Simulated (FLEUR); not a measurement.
Input and output of a self-consistent single point for Mg (P6_3/mmc, 4 atoms in the cell) (FLEUR).

Level of theory: FLEUR with PBE, all-electron FLAPW (FLEUR), scalar-relativistic valence.

The change in words: lattice scaled by 0.98. Reference geometry:
```xyz
4
Lattice="3.1571 0.0000 0.0000 -1.5786 2.7342 0.0000 0.0000 0.0000 10.2549" Properties=species:S:1:pos:R:3 pbc="T T T"
Mg     0.0000     0.0000     0.0000
Mg     0.0000     0.0000     5.1274
Mg     0.0000     1.8228     2.5637
Mg     1.5786     0.9114     7.6912
```

Reference input (self-consistent single point, DFT, PBE, all-electron FLAPW (FLEUR), scalar-relativistic valence): Kmax = 3.8 1/bohr; GmaxXC = 13.3 1/bohr; xcFunctional = pbe; jspins = 1; l_soc = F; mode = gauss; fermiSmearingEnergy = 0.00499791 Htr; mesh (inpgen div1-3) = 8 8 3; inpgen gamma flag = true; Gmax = 13.3 1/bohr; numbands = 0; maxIterBroyd = 99. This run's input differs from it in these lines:

```diff
@@ -3,6 +3,6 @@
 &input film=f /
-1.0000000000 0.0000000529 0.0000000000
--0.5000000458 0.8660253773 0.0000000000
-0.0000000000 0.0000000000 3.2481628397
-5.9661172381
+1.0000000000 0.0000001157 0.0000000000
+-0.5000001002 0.8660253460 0.0000000000
+0.0000000000 0.0000000000 3.2481628129
+5.8467947437
 1.0 1.0 1.0
@@ -45,5 +45,5 @@
          <bravaisMatrix>
-            <row-1>    5.9661172380999998     0.0000003156076019     0.0000000000000000</row-1>
-            <row-2>   -2.9830588922981693     5.1668089321415858     0.0000000000000000</row-2>
-            <row-3>    0.0000000000000000     0.0000000000000000    19.3789203100900167</row-3>
+            <row-1>    5.8467947437000003     0.0000006764741518     0.0000000000000000</row-1>
+            <row-2>   -2.9233979576988331     5.0634724409037739     0.0000000000000000</row-2>
+            <row-3>    0.0000000000000000     0.0000000000000000    18.9913412611455286</row-3>
          </bravaisMatrix>
```

Output (repeated stretches shortened):

```
 Iteration:     1   Distance:       2.69752272 me/bohr^3
 Iteration:     2   Distance:       2.56305963 me/bohr^3
 Iteration:     3   Distance:       0.48693169 me/bohr^3
 Iteration:     4   Distance:       0.14973774 me/bohr^3
 Iteration:     5   Distance:       0.07003590 me/bohr^3
   [... 3 lines left out ...]
 Iteration:     9   Distance:       0.00009432 me/bohr^3
 Iteration:    10   Distance:       0.00009680 me/bohr^3
 Iteration:    11   Distance:       0.00001249 me/bohr^3
 Iteration:    12   Distance:       0.00000201 me/bohr^3
 Run finished successfully
 Stop message:
   Structural relaxation: Done

[file out, last iteration]
             iter=     13
[...]
          total density-effective poten   -1.2249513141E+03
          total charge density-energy d   -6.5858648617E+01
 Updated energy parameters for spin:           1
[...]
 fermi energy and band-weighting factors:

[...]
FERMIE:
          first approx. to ef    (T=0)  :   0.159169 htr   (energy of the highest occ. eigenvalue)
          number of occ. states  (T=0)  :        403
          first approx. to seigv (T=0)  : -54.488230 htr
          sum of weights of occ. states :  20.067708
          sum of semicore charge        :   0.000000 e
          fermi energy=   0.15862 har   work function=  -4.31635 ev
          number of valence electrons=  40.00000
     band-weighting factor for spin=    1
   [... lines left out ...]
          total moment                 =     0.00000
 Direct bandgap for spin            1 :    2.3074553991378477E-002  Htr
 ---->    free energy=                      -801.3362630218 htr
   [... lines left out ...]
      extrapolation for T->0
 ---->    total electron energy=            -801.3362630218 htr
 ***** TOTAL FORCES ON ATOMS *****
 TOTAL FORCE FOR ATOM TYPE=  1  X=  0.000   Y=  0.000   Z=  0.000
                       FX_TOT= 0.000000 FY_TOT= 0.000000 FZ_TOT= 0.000000
 TOTAL FORCE FOR ATOM TYPE=  2  X=  2.923   Y= -1.688   Z=  4.748
                       FX_TOT= 0.000000 FY_TOT= 0.000000 FZ_TOT= 0.000000
 Structural relaxation: Done
```

The run converged in 12 iterations. FLEUR gives forces in its relaxation mode, with a further iteration, so its stop message speaks of a relaxation. Against the reference run the total energy rises by 24.1 meV/atom.

The starting cell comes from a database of computed structures (which also holds hypothetical and non-ambient phases and stackings), without a prior relaxation at this level. Its lattice was rescaled by a random factor within 2.5 % of one. For this run, on top of that: lattice scaled by 0.98. Values depend on the basis (sphere radii, cutoffs, local orbitals), which need not be converged. The log's line on a gap gives a spacing of levels on this mesh, which the program prints for metals too.

Cost on one core of a shared machine: roughly 2 min.
